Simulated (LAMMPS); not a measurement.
Consider InP (zinc blende), 1728 atoms, at 200 K and 0 GPa, heated as the crystal in molecular dynamics.

All values are model results, not measurements: classical MD, pair style vashishta, file InP.vashishta, run in LAMMPS.

| frequency (THz) | spectral density (1/THz), total | spectral density (1/THz), In | spectral density (1/THz), P |
|---|---|---|---|
| 0.2310 | 0.0002 | 0.0001 | 0.0000 |
| 0.5395 | 0.0035 | 0.0027 | 0.0008 |
| 0.8480 | 0.0103 | 0.0080 | 0.0023 |
| 1.156 | 0.0222 | 0.0175 | 0.0047 |
| 1.465 | 0.0416 | 0.0329 | 0.0087 |
| 1.773 | 0.0658 | 0.0532 | 0.0126 |
| 2.081 | 0.1254 | 0.1029 | 0.0225 |
| 2.389 | 0.1662 | 0.1375 | 0.0287 |
| 2.698 | 0.1695 | 0.1425 | 0.0271 |
| 3.006 | 0.1504 | 0.1290 | 0.0214 |
| 3.315 | 0.1310 | 0.1145 | 0.0165 |
| 3.623 | 0.1169 | 0.1047 | 0.0122 |
| 3.931 | 0.1101 | 0.1000 | 0.0100 |
| 4.240 | 0.0973 | 0.0896 | 0.0077 |
| 4.548 | 0.1198 | 0.1135 | 0.0063 |
| 4.856 | 0.1468 | 0.1426 | 0.0042 |
| 5.165 | 0.0823 | 0.0801 | 0.0022 |
| 5.473 | 0.0166 | 0.0151 | 0.0014 |
| 5.781 | 0.0038 | 0.0024 | 0.0013 |
| 6.089 | 0.0024 | 0.0012 | 0.0013 |
| 6.398 | 0.0023 | 0.0008 | 0.0015 |
| 6.706 | 0.0023 | 0.0006 | 0.0017 |
| 7.015 | 0.0022 | 0.0005 | 0.0017 |
| 7.323 | 0.0024 | 0.0004 | 0.0020 |
| 7.631 | 0.0028 | 0.0004 | 0.0024 |
| 7.940 | 0.0040 | 0.0005 | 0.0034 |
| 8.248 | 0.0059 | 0.0008 | 0.0051 |
| 8.556 | 0.0101 | 0.0013 | 0.0089 |
| 8.865 | 0.1737 | 0.0233 | 0.1503 |
| 9.173 | 0.5139 | 0.0695 | 0.4444 |
| 9.481 | 0.3442 | 0.0443 | 0.2999 |
| 9.790 | 0.0920 | 0.0084 | 0.0837 |
| 10.10 | 0.1852 | 0.0112 | 0.1740 |
| 10.41 | 0.2058 | 0.0108 | 0.1951 |
| 10.71 | 0.0680 | 0.0031 | 0.0650 |
| 11.02 | 0.0056 | 0.0003 | 0.0053 |
| 11.33 | 0.0031 | 0.0003 | 0.0027 |
| 11.64 | 0.0031 | 0.0004 | 0.0028 |
| 11.95 | 0.0029 | 0.0004 | 0.0026 |
| 12.26 | 0.0027 | 0.0004 | 0.0024 |
| 12.56 | 0.0027 | 0.0004 | 0.0024 |
| 12.87 | 0.0028 | 0.0003 | 0.0025 |
| 13.18 | 0.0026 | 0.0003 | 0.0023 |
| 13.49 | 0.0025 | 0.0003 | 0.0022 |
| 13.80 | 0.0031 | 0.0004 | 0.0027 |
| 14.11 | 0.0032 | 0.0004 | 0.0028 |
| 14.41 | 0.0019 | 0.0003 | 0.0016 |
| 14.72 | 0.0009 | 0.0001 | 0.0008 |
| 15.03 | 0.0007 | 0.0001 | 0.0006 |

Read from the full data:
- state found: crystal; no diffusion seen in 30 ps
- mean frequency of the velocity spectrum: 6.6 THz
